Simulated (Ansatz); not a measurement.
# ZrO2, pressure series

Take ZrO$_{2}$ in the fluorite structure (space group Fm-3m, No. 225) as the base.

```yaml
crystal:
  lattice:
    - [0.00000, 2.54467, 2.54467]
    - [2.54467, 0.00000, 2.54467]
    - [2.54467, 2.54467, 0.00000]
  atoms:
    - { symbol: Zr, position: [0.00000, 0.00000, 0.00000] }
    - { symbol: O, position: [0.25000, 0.25000, 0.25000] }
    - { symbol: O, position: [0.75000, 0.75000, 0.75000] }
```

Cell and atoms are relaxed at each pressure.

Level of theory: r2SCAN (Ansatz, a quantum-chemistry and plane-wave program, PAW, no SOC).

```json
[
 {"change": "base", "width of the top valence band": "1.67 eV", "density": "6.21 g/cm³"},
 {"change": "pressure −2 GPa", "width of the top valence band": "1.67 eV", "density": "6.16 g/cm³"},
 {"change": "pressure −1 GPa", "width of the top valence band": "1.67 eV", "density": "6.18 g/cm³"},
 {"change": "pressure 0.9 GPa", "width of the top valence band": "1.68 eV", "density": "6.23 g/cm³"},
 {"change": "pressure 2.1 GPa", "width of the top valence band": "1.68 eV", "density": "6.26 g/cm³"},
 {"change": "pressure 4.5 GPa", "width of the top valence band": "1.69 eV", "density": "6.31 g/cm³"},
 {"change": "pressure 9 GPa", "width of the top valence band": "1.70 eV", "density": "6.42 g/cm³"},
 {"change": "pressure 15 GPa", "width of the top valence band": "1.71 eV", "density": "6.54 g/cm³"},
 {"change": "pressure 22.5 GPa", "width of the top valence band": "(withheld)", "density": "(withheld)"},
 {"change": "pressure 30 GPa", "width of the top valence band": "1.74 eV", "density": "6.83 g/cm³"}
]
```

**Question.** Some entries are withheld; estimate them.

**Answer.** 
- pressure 22.5 GPa, width of the top valence band: 1.73 eV
- pressure 22.5 GPa, density: 6.69 g/cm³

The levels and masses belong to the bands next to the band gap. Load acts through the strain it causes; cell and atoms are relaxed under it. Stability against distortions was not tested. No other phases were tried under pressure. This is not the structure that ZrO2 has at room temperature and ambient pressure.
